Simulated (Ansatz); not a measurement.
A set of related cells and their work function (top / bottom face where they differ).

Cell A: a sheet of composition Na, 1 atom, hexagonal cell of 3.63 Å (11.4 Å²), symmetry P6/mmm, 0.0 Å thick under 16 Å of vacuum, in-plane vectors relaxed; planes from bottom to top: Na; a model cell; spin state with PBE: run without spin, k-point mesh 24×24×1.
```
Na
1.0
    3.63293     0.00000     0.00000
   -1.81646     3.14621     0.00000
    0.00000     0.00000    16.00000
Na
1
Direct
  0.00000   0.00000   0.50000
```

Cell B: a sheet of composition Al, 1 atom, hexagonal cell of 2.68 Å (6.2 Å²), symmetry P6/mmm, 0.0 Å thick under 16 Å of vacuum, in-plane vectors relaxed; planes from bottom to top: Al; a model cell; spin state with PBE: run without spin, k-point mesh 30×30×1.
```yaml
crystal:
  lattice:
    - [2.68345, 0.00000, 0.00000]
    - [-1.34173, 2.32394, 0.00000]
    - [0.00000, 0.00000, 16.00000]
  atoms:
    - { symbol: Al, position: [0.00000, 0.00000, 0.50000] }
```

All numbers come from Ansatz (a program for electronic structure), plane waves with PAW, its default PAW set, cutoff 500 eV. The structures are at rest with PBE; other levels are single points on them. Neutral cells; Fermi-Dirac smearing of at most 0.10 eV in the solids, energies taken to zero width. The lattices are those relaxed with PBE, so at other levels the solids can be strained. A dispersion term ran beside these levels; it doesn't touch the electrons. Vacuum level less Fermi level; the slabs are metallic.

**Question.** Predict the work function (top / bottom face where they differ) (eV) of each cell with r2SCAN.

**Answer.** 
| system | r2SCAN |
|---|---|
| A | 2.88 |
| B | 4.44 |

With r2SCAN the top face's value of B exceeds that of A by 1.56 eV.
